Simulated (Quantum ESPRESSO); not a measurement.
Quantum ESPRESSO run on Pb (Fm-3m, 1 atom in the cell): self-consistent single point.

Level of theory: PBE, SSSP 1.1.2 precision (PBE) pseudopotentials (plane waves; Quantum ESPRESSO 7.5).

The change in words: lattice scaled by 0.98; ecutwfc: 65 Ry → 46 Ry; pseudopotentials: {Pb: Pb.upf} → {Pb: Pb.pbe-dn-kjpaw_psl.0.2.2.UPF}; ecutrho: default → 368 Ry. Reference geometry:
```
Pb
1.0
    0.00000     2.46758     2.46758
    2.46758     0.00000     2.46758
    2.46758     2.46758     0.00000
Pb
1
Cartesian
  0.00000   0.00000   0.00000
```

Reference input (self-consistent single point, DFT, PBE, plane waves, PseudoDojo standard norm-conserving (PBE) pseudopotentials): ecutwfc = 65 Ry; occupations = smearing; smearing = gauss; degauss = 0.0073499 Ry; potentials = {Pb: Pb.upf}; K_POINTS = automatic 8 8 8 0 0 0; conv_thr = 1e-10 Ry; mixing_beta = 0.3. This run's input differs from it in these lines:

```diff
@@ -12,3 +12,4 @@
    ntyp = 1
-   ecutwfc = 65
+   ecutwfc = 46
+   ecutrho = 368
    occupations = 'smearing'
@@ -22,3 +23,3 @@
 ATOMIC_SPECIES
-Pb   207.2000  Pb.upf
+Pb   207.2000  Pb.pbe-dn-kjpaw_psl.0.2.2.UPF
 ATOMIC_POSITIONS {crystal}
@@ -28,5 +29,5 @@
 CELL_PARAMETERS {angstrom}
-   0.00000000     2.46757500     2.46757500
-   2.46757500     0.00000000     2.46757500
-   2.46757500     2.46757500     0.00000000
+   0.00000000     2.41822400     2.41822400
+   2.41822400     0.00000000     2.41822400
+   2.41822400     2.41822400     0.00000000
```

Log, with long lists cut:

```
     Self-consistent Calculation

     iteration #  1     ecut=    46.00 Ry     beta= 0.30

     Threshold (ethr) on eigenvalues was too large:
     Diagonalizing with lowered threshold

     total energy              =    -870.55123121 Ry
     estimated scf accuracy    <       0.00406277 Ry

     iteration #  2     ecut=    46.00 Ry     beta= 0.30

     total energy              =    -870.55087852 Ry
     estimated scf accuracy    <       0.00099953 Ry

     iteration #  3     ecut=    46.00 Ry     beta= 0.30

     total energy              =    -870.55160994 Ry
     estimated scf accuracy    <       0.00067793 Ry

   [... 16 blocks of this kind left out ...]

     iteration # 20     ecut=    46.00 Ry     beta= 0.30

     total energy              =    -870.55165031 Ry
     estimated scf accuracy    <          2.2E-10 Ry

     iteration # 21     ecut=    46.00 Ry     beta= 0.30
     End of self-consistent calculation

     the Fermi energy is    12.3943 ev

!    total energy              =    -870.55165031 Ry
     estimated scf accuracy    <          5.5E-11 Ry
     smearing contrib. (-TS)   =      -0.00019612 Ry
     internal energy E=F+TS    =    -870.55145418 Ry

     convergence has been achieved in  21 iterations

     Forces acting on atoms (cartesian axes, Ry/au):

     atom    1 type  1   force =     0.00000000    0.00000000    0.00000000

     Total force =     0.000000     Total SCF correction =     0.000000

          total   stress  (Ry/bohr**3)                   (kbar)     P=       69.59
   0.00047306   0.00000000   0.00000000           69.59        0.00        0.00
   0.00000000   0.00047306   0.00000000            0.00       69.59        0.00
   0.00000000   0.00000000   0.00047306            0.00        0.00       69.59

   JOB DONE.
```

The run converged in 21 iterations. Against the reference run the pressure goes from 2.97 to 6.96 GPa.

The starting cell has typed, rounded lattice constants, without a prior relaxation at this level. Its lattice was rescaled by up to half a per cent. For this run, on top of that: lattice scaled by 0.98.
